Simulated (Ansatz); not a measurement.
The reference is HfN in the rock salt structure (space group Fm-3m, No. 225; a = 4.502 Å; relaxed with 0.1 eV smearing). Axes: x, y, z lie along the cube axes.

Computed with DFT with PBEsol, PAW potentials and a 420 eV plane-wave cutoff in Ansatz (an electronic-structure program), spin-orbit coupling left out.

For the base:

```
Quantity           Result
---------------  --------
Volume per atom  11.40 Å³
```

The change: uniaxial stress, 2 GPa tension along x, with the cell and atoms free to relax against it.

Predict the new secant Young's modulus along x, mean lateral Poisson ratio and volume per atom.

The secant Young's modulus along x amounts to 590 GPa; the mean lateral Poisson ratio amounts to 0.15; the volume per atom increases by 0.03 Å³ to 11.43 Å³.

Load acts through the strain it causes; cell and atoms are relaxed under it. Stability under load was not tested beyond the relaxation. The final runs are not spin-polarised. An odd electron count without spin: HfN.
